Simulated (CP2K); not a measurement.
Input and output of a zone-centre phonon calculation for Ti (P6_3/mmc, 2 atoms in the cell) (CP2K).

Level of theory: LDA (Pade form), GPW, DZVP-MOLOPT-SR-GTH basis, GTH-PADE potentials (GTH_POTENTIALS) run with CP2K 2026.2.

```
Ti
1.0
    2.93525     0.00000     0.00000
   -1.46762     2.54200     0.00000
    0.00000     0.00000     4.65660
Ti
2
Direct
  0.33333   0.66667   0.25000
  0.66667   0.33333   0.75000
```

Reference input (self-consistent single point, DFT LDA (Pade form), GPW, DZVP-MOLOPT-SR-GTH basis, GTH-PADE potentials (GTH_POTENTIALS)): CUTOFF = 600 Ry; REL_CUTOFF = 50 Ry; SMEAR/METHOD = FERMI_DIRAC; ELECTRONIC_TEMPERATURE = 1160.45 K; KPOINTS/SCHEME = MONKHORST-PACK 6 6 3; GAMMA_CENTERED = T; XC_FUNCTIONAL = PADE; Ti/BASIS_SET = DZVP-MOLOPT-SR-GTH-q12; Ti/POTENTIAL = GTH-PADE-q12; METHOD = GPW; EPS_DEFAULT = 1e-11; NGRIDS = 5. This run's input differs from it in these lines:

```diff
@@ -2,3 +2,3 @@
   PROJECT calc
-  RUN_TYPE ENERGY_FORCE
+  RUN_TYPE VIBRATIONAL_ANALYSIS
   PRINT_LEVEL LOW
@@ -7,3 +7,2 @@
   METHOD Quickstep
-  STRESS_TENSOR ANALYTICAL
   &DFT
@@ -14,2 +13,3 @@
       EPS_DEFAULT 1E-11
+      EXTRAPOLATION USE_GUESS
     &END QS
@@ -22,3 +22,3 @@
       SCF_GUESS ATOMIC
-      EPS_SCF 1E-6
+      EPS_SCF 1E-8
       MAX_SCF 100
@@ -36,3 +36,3 @@
         METHOD FERMI_DIRAC
-        ELECTRONIC_TEMPERATURE [K] 1160.45
+        ELECTRONIC_TEMPERATURE [K] 5802.26
       &END SMEAR
@@ -48,12 +48,2 @@
     &PRINT
-      &MO
-        EIGENVALUES T
-        OCCUPATION_NUMBERS T
-        NDIGITS 8
-        FILENAME mo
-        &EACH
-          QS_SCF 0
-        &END EACH
-        ADD_LAST NUMERIC
-      &END MO
       &MULLIKEN OFF
@@ -81,6 +71,13 @@
     &END FORCES
-    &STRESS_TENSOR ON
-    &END STRESS_TENSOR
   &END PRINT
 &END FORCE_EVAL
+&VIBRATIONAL_ANALYSIS
+  DX 0.01
+  FULLY_PERIODIC T
+  NPROC_REP 1
+  &PRINT
+    &PROGRAM_RUN_INFO ON
+    &END PROGRAM_RUN_INFO
+  &END PRINT
+&END VIBRATIONAL_ANALYSIS
```

The program printed (abridged):

```
 GLOBAL| Method name                                                        CP2K
 GLOBAL| Project name                                                       calc
 GLOBAL| Run type                                           VIBRATIONAL_ANALYSIS

 TOTAL NUMBERS AND MAXIMUM NUMBERS

  Total number of            - Atomic kinds:                                   1
   [... lines left out ...]
                        eps_scf:                                        1.00E-08
                        eps_diis:                                       1.00E-01
                        eps_eigval:                                     1.00E-05
                        level_shift [a.u.]:                             0.000000
                        added MOs                                         5    0
                        Mixing method:                            BROYDEN_MIXING
                                                charge density mixing in g-space
                        Smear method:                                FERMI_DIRAC
                        Electronic temperature [K]:                       5802.3
                        Electronic temperature [a.u.]:                  1.84E-02
                        Accuracy threshold:                             1.00E-10
                        No outer SCF
Abort(1) on node 0 (rank 0 in comm 0): application called MPI_Abort(MPI_COMM_WORLD, 1) - process 0

 *******************************************************************************

 REPLICA| layout of the replica grid, number of groups                         1
 REPLICA| layout of the replica grid, size of each group                       1
 REPLICA| MPI process to grid (group,rank) correspondence:
  (   0 :    0,   0)

 VIB| Vibrational Analysis Info
 VIB| REPLICA Nr.    1- Energy and Forces for particle:    1  coordinate: X + DX
 VIB|                                     Total energy:        -116.397147987976
 VIB|    ATOM                            X                Y                Z
 VIB|      Ti                     -0.000016506      0.000000949      0.000000059
 VIB|      Ti                      0.000016884     -0.000000947     -0.000000059
 VIB| REPLICA Nr.    1- Energy and Forces for particle:    1  coordinate: Y + DY
 VIB|                                     Total energy:        -116.397147984716
 VIB|    ATOM                            X                Y                Z
 VIB|      Ti                      0.000000000     -0.000017429      0.000000059
 VIB|      Ti                     -0.000000001      0.000017803     -0.000000059
```

The run ended unconverged in one of its stages. 

The starting cell has typed, rounded lattice constants, without a prior relaxation at this level. Its lattice was rescaled by up to half a per cent. Values carry the incompleteness of an atom-centred basis.

Cost on one core of a shared machine: roughly 5 min.
